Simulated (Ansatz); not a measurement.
## Input and output of a self-consistent single point for LaPt₃ (P4mm, 4 atoms in the cell) (Ansatz)

Method: LDA (PW92), default PAW files made with PBE (plane waves; Ansatz, a quantum-chemistry and plane-wave program).

The input file:

Ansatz 0.2 input:
```yaml
# LaPt3
crystal:
  lattice:
    - [4.19335800, 0.00000000, 0.00000000]
    - [0.00000000, 4.19335800, 0.00000000]
    - [0.00000000, 0.00000000, 4.19335800]
  atoms:
    - { symbol: La, position: [0.00000000, 0.00000000, 0.01192400] }
    - { symbol: Pt, position: [0.00000000, 0.50000000, 0.50000000] }
    - { symbol: Pt, position: [0.50000000, 0.00000000, 0.50000000] }
    - { symbol: Pt, position: [0.50000000, 0.50000000, 0.00000000] }
basis:
  ecutwfc: 30.9 Ry
kpoints:
  mp_grid: { grid: [8, 8, 8] }
hamiltonian:
  xc: lda
  pseudopotentials: { kind: paw }
scf:
  occupations: { method: gaussian, width: 0.0073 Ry }
output:
  forces: true
  eigenvalues: true
  stress: true
```

Log, with long lists cut:

```
WARN ansatz: RAYON_NUM_THREADS=1 ignored (pool sized by the plan → 1); use --threads N
Pseudopotentials: kind: paw
Pseudopotential: La, paw, valence charge 11
Pseudopotential: Pt, paw, valence charge 18
Crystal: 4 atoms, lattice volume = 73.737 Å³
Basis set: ecut = 420.4159175005146 eV, 1419 PW (Γ)
Bands: 39, of which v1, the nominal top of the filled ones, is band 33 counted from 1 (32 counted from 0)
Symmetry: 8 space group operations
Space group: P4mm (ITA 99), of the structure as read, at distance tolerance 4.2e-5 Å
k-points: 75 of 512 (time reversal used)
PAW frozen core: La, regenerated for the run's functional, and the local potential with it
PAW frozen core: Pt, regenerated for the run's functional, and the local potential with it
Initial density: superposition of atomic densities (neutral atoms: chi_scale 0, normalization atom), corrected by the library's trained network
Initial wavefunctions: pseudopotential atomic-orbital guess
Eigensolver: davidson
Functional: x = slater, c = lda
SCF iter   1: F=—  HF=-42814.324537 eV  |F-HF|=—  |Δ(HF+E_count)|=         —  Δρ=5.75e-3  dr2=1.34e-2  ethr=1.77e-3  ⟨swp⟩=4.6  Hψ=10573  notcnv=0
all-band conjugate gradients solve this SCF's bands
preconditioner: auto → Kerker (q_TF=auto, 2.672 Å⁻¹)
SCF iter   2: F=—  HF=-42814.321899 eV  |F-HF|=—  |Δ(HF+E_count)|=   2.64e-3  Δρ=2.98e-3  dr2=3.19e-3  ethr=2.05e-5  ⟨swp⟩=2.4  Hψ=5026  notcnv=0  defer=120
SCF iter   3: F=—  HF=-42814.321260 eV  |F-HF|=—  |Δ(HF+E_count)|=   6.39e-4  Δρ=3.13e-4  dr2=6.89e-5  ethr=4.90e-6  ⟨swp⟩=2.0  Hψ=4649  notcnv=0  defer=120
SCF iter   4: F=—  HF=-42814.321248 eV  |F-HF|=—  |Δ(HF+E_count)|=   1.23e-5  Δρ=7.97e-5  dr2=9.58e-6  ethr=1.06e-7  ⟨swp⟩=2.0  Hψ=5000  notcnv=0  defer=122
SCF iter   5: F=—  HF=-42814.321245 eV  |F-HF|=—  |Δ(HF+E_count)|=   2.92e-6  Δρ=2.25e-5  dr2=4.88e-7  ethr=1.47e-8  ⟨swp⟩=2.0  Hψ=4379  notcnv=0  defer=123
SCF iter   6: F=-42814.321245 eV  HF=-42814.321245 eV  |F-HF|=1.79e-8  |Δ(HF+E_count)|=   1.27e-7  Δρ=4.98e-6  dr2=2.76e-8  ethr=1.54e-10  ⟨swp⟩=10.3  Hψ=13319  notcnv=0
SCF 1 converged in 6 iterations: F = -42814.321245 eV  dr2 = 2.76e-8
SCF converged after 6 iterations
Free energy (F): -42814.321245 eV
Harris-Foulkes:  -42814.321245 eV  (|F-HF|=1.79e-8)
Internal energy: -42814.309036 eV  (E = F + TS)
E sigma→0 (E₀):  -42814.315140 eV
Entropy (-TS):   -0.012209 eV (-3.052 meV/atom)
Fermi energy:    18.937454 eV
--- Per-component energies (eV) ---
  E_band       = -537.674763
  E_kinetic    = 2115.590753
  E_local      = -5631.948131  (includes V_loc(G=0)·N_el)
  E_nonlocal   = 722.968476
  E_hartree    = 2135.058853
  E_xc         = -921.814663
  E_vxc        = -1058.586654  (∫ρ·V_xc dr)
  E_paw        = -32779.393869  (= ΣΔE_a)
  E_vpaw       = -955.822786  (= ΣTr[D̂ρ^β])
  E_aug_tail   = 0.000505  (compensation charges beyond the density's cutoff)
  E_ewald      = -8456.485283
  E_core_change = 1.714325  (= ΣΔE_core)
  E_smearing   = -0.012209  (= −TS)
  E_closure    = 0.000000  (closes the sum)
  Σ components = -42814.321245   (vs F -42814.321245, Δ=0.00e0)
--- Forces (eV/Å), atoms counted from 1 ---
  atom   1  La     0.00000000     0.00000000    -0.44147079
  atom   2  Pt     0.00000000     0.00000000     0.22181782
  atom   3  Pt     0.00000000     0.00000000     0.22181782
  atom   4  Pt    -0.00000000     0.00000000    -0.00216148
  max |Σ_I F_I| component: 3.36e-6 eV/Å
--- Stress (GPa, compression-positive) ---
       -6.391866       0.000000       0.000000
        0.000000      -6.391866       0.000000
        0.000000       0.000000      -6.392520
  P = ⅓ Tr σ = -6.3921 GPa (-63.921 kbar)
  The stress holds the Pulay correction. Without it, at fixed plane waves, as pw.x and ABINIT print it: P = -6.4191 GPa
--- Band table (eV; the first three rows and the last of 75) ---
  k-point 0: bands = ["-78.9541", "-78.9429", "-78.9409", "-33.1560", "-33.1560", "-33.1557", "-33.0740", "-33.0730", "-33.0730", "-33.0003", "-33.0003", "-32.9992", "-12.1443", "4.0415", "4.0423", "4.0423", "11.5280", "13.4502", "13.4517", [...]
  k-point 1: bands = ["-78.9538", "-78.9429", "-78.9412", "-33.1528", "-33.1528", "-33.1503", "-33.0742", "-33.0737", "-33.0737", "-33.0051", "-33.0028", "-33.0028", "-12.1380", "3.9311", "4.0285", "4.0285", "11.7557", "13.5956", "13.6234", [...]
  k-point 2: bands = ["-78.9528", "-78.9429", "-78.9422", "-33.1443", "-33.1443", "-33.1352", "-33.0760", "-33.0760", "-33.0746", "-33.0215", "-33.0091", "-33.0091", "-12.1226", "3.6822", "3.9956", "3.9956", "12.3622", "14.0073", "14.0324", [...]
  k-point 74: bands = ["-78.9469", "-78.9469", "-78.9441", "-33.1877", "-33.1523", "-33.1499", "-33.1499", "-33.0216", "-33.0192", "-33.0192", "-32.9992", "-32.9976", "-12.0789", "3.7636", "3.7636", "3.7641", "13.1645", "13.1680", "13.1680", [...]
```

The run converged in 6 iterations.

The starting cell comes from a database of computed structures (which also holds hypothetical and non-ambient phases and stackings), without a prior relaxation at this level. Its lattice was rescaled by up to half a per cent. One atom was moved a little off its site on purpose. Spin-orbit coupling is off. Spin polarisation is off. With a pressure of about -6 GPa the cell is away from its equilibrium volume at this level. Ansatz's pressure includes its estimate of the finite-basis (Pulay) stress.
